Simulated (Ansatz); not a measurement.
For Pt (Fm-3m), Ansatz (a first-principles code) with PBEsol, DFPT electron-phonon coupling, linearised Boltzmann equation gives a transport coupling λ_tr = 0.550 and a Drude plasma energy ħω_p = 9.01 eV.

Question: Estimate the resistivity at 300 K from the high-temperature formula ρ = 2π λ_tr k_B T / (ħ ε₀ ω_p²), and say how the full Boltzmann solution compares.

Answer: The scattering rate is 1/τ = 2π λ_tr k_B T/ħ = 1.36e14 s⁻¹ and ω_p = 1.37e16 s⁻¹, so ρ ≈ 8.18 μΩ·cm. The Boltzmann solution gives 7.51 μΩ·cm, 0.92 times the estimate.

A metal at this level (no band gap). Only scattering by harmonic phonons is included (no impurities, grain boundaries, electron-electron scattering or thermal expansion). Spin-orbit coupling is left out, which matters with elements this heavy. The self-energy correction of the phonons between q points moved λ by 6 %. Halving the electron mesh (36x36x36) moves the resistivity by up to 3 % at 300 K, the coupling by up to 5 %. Smearing 0.20 eV; phonons on a 6x6x6 q mesh, which this run doesn't test.
